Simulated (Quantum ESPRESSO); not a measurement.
A self-consistent single point of CoAl (P4mm, 2 atoms in the cell) with Quantum ESPRESSO.

Computed with PBEsol, SSSP 1.1.2 efficiency (PBE) pseudopotentials (plane waves; Quantum ESPRESSO).

```
CELL_PARAMETERS angstrom
      2.85142     0.00000     0.00000
      0.00000     2.85142     0.00000
      0.00000     0.00000     2.85142
ATOMIC_POSITIONS crystal
  Al 0.50000 0.50000 0.51753
  Co 0.00000 0.00000 0.00000
```

Reference input (self-consistent single point, DFT, PBEsol, plane waves, SSSP 1.1.2 efficiency (PBE) pseudopotentials): ecutwfc = 50 Ry; ecutrho = 400 Ry; occupations = smearing; smearing = gauss; degauss = 0.0073499 Ry; input_dft = pbesol; potentials = {Al: Al.pbe-n-kjpaw_psl.1.0.0.UPF, Co: Co_pbe_v1.2.uspp.F.UPF}; K_POINTS = automatic 8 8 8 0 0 0; conv_thr = 1e-09 Ry. This run's input differs from it in these lines:

```diff
@@ -18,3 +18,3 @@
   smearing = 'gauss'
-  degauss = 0.0073499
+  degauss = 0.0036749
   input_dft = 'pbesol'
@@ -31,3 +31,3 @@
 K_POINTS automatic
-8 8 8  0 0 0
+18 18 18  0 0 0
```

Output (repeated stretches shortened):

```
     Self-consistent Calculation

     iteration #  1     ecut=    50.00 Ry     beta= 0.70

     total energy              =    -324.64525688 Ry
     estimated scf accuracy    <      17.21657120 Ry

     iteration #  2     ecut=    50.00 Ry     beta= 0.70

     total energy              =    -335.49231634 Ry
     estimated scf accuracy    <      47.23328472 Ry

     iteration #  3     ecut=    50.00 Ry     beta= 0.70

     total energy              =    -336.66801569 Ry
     estimated scf accuracy    <       8.78307423 Ry

   [... 15 blocks of this kind left out ...]

     iteration # 19     ecut=    50.00 Ry     beta= 0.70

     total energy              =    -336.80603806 Ry
     estimated scf accuracy    <       0.00000002 Ry

     iteration # 20     ecut=    50.00 Ry     beta= 0.70
     End of self-consistent calculation

     Number of k-points >= 100: set verbosity='high' to print the bands.

     the Fermi energy is    14.2112 ev

!    total energy              =    -336.80603806 Ry
     estimated scf accuracy    <          4.6E-10 Ry
     smearing contrib. (-TS)   =      -0.00004821 Ry
     internal energy E=F+TS    =    -336.80598985 Ry

     convergence has been achieved in  20 iterations

     Forces acting on atoms (cartesian axes, Ry/au):

     atom    1 type  1   force =     0.00000000    0.00000000   -0.01385610
     atom    2 type  2   force =     0.00000000    0.00000000    0.01385610

     Total force =     0.019595     Total SCF correction =     0.000003

          total   stress  (Ry/bohr**3)                   (kbar)     P=      -57.89
  -0.00039080   0.00000000   0.00000000          -57.49        0.00        0.00
   0.00000000  -0.00039080   0.00000000            0.00      -57.49        0.00
   0.00000000   0.00000000  -0.00039899            0.00        0.00      -58.69

   JOB DONE.
```

The run converged in 20 iterations. Against the reference run the free energy drops by 2.3 meV/atom, the pressure goes from -5.66 to -5.79 GPa and the largest force stays at 0.356 eV/Å.

The starting cell has typed, rounded lattice constants, without a prior relaxation at this level. Its lattice was rescaled by up to half a per cent. One atom was moved a little off its site on purpose. Spin polarisation is off. With a pressure of about -6 GPa the cell is away from its equilibrium volume at this level.

Cost on one core of a shared machine: roughly 2 min.
